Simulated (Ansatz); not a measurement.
# A computed series for hypothetical P4_2/mnm BP: pressure series

The parent structure is BP (space group P4_2/mnm, No. 136; a = 5.569 Å, c = 3.205 Å; a hypothetical phase, not in the database extracts checked).

Cell and atoms are relaxed at each pressure.

The values are results of Ansatz (a program for electronic structure), PBE, PAW, cutoff 420 eV, no SOC, not measurements.

Candidates:
(a) pressure 0.7 GPa
(b) pressure 7.5 GPa
(c) pressure 3 GPa
(d) pressure 5 GPa

Base values:

The band gap is 0.47 eV.

Task: Order them by band gap, lowest first.

Result: (b) pressure 7.5 GPa (0.29 eV), (d) pressure 5 GPa (0.35 eV), (c) pressure 3 GPa (0.40 eV), (a) pressure 0.7 GPa (0.45 eV)

Load acts through the strain it causes; cell and atoms are relaxed under it. No phonon test of stability was made. Competing high-pressure phases were not computed. A zero or small gap of BP under pressure 7.5 GPa can be the functional's error rather than a property of the material.
